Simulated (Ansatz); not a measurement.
Here is the system:

```yaml
crystal:
  lattice:
    - [0.00000, 2.41894, 2.41894]
    - [2.41894, 0.00000, 2.41894]
    - [2.41894, 2.41894, 0.00000]
  atoms:
    - { symbol: S, position: [0.75000, 0.75000, 0.75000] }
    - { symbol: Be, position: [0.00000, 0.00000, 0.00000] }
```

No spin polarisation.

The values are results of plane-wave PAW DFT at the PBEsol level (Ansatz, a first-principles code, 420 eV), spin-orbit coupling left out, not measurements. Γ-centred 12×12×12 mesh, Fermi–Dirac width 0.05 eV.

Task: Predict the electron mass, hole mass and band gap.

Result: The electron mass is 0.80 mₑ along k, 0.28 mₑ across (at X) and the hole mass (degenerate bands, along [100]) is 0.33, 0.55, 0.55 mₑ (at Γ). The band gap is 2.91 eV.

Effective masses come from finite differences of ±0.01 Å⁻¹. Along k means along the line from Γ to the band edge. Whether these cells are dynamically stable was not tested. The cell was made from BeSe by this change: Se → S.
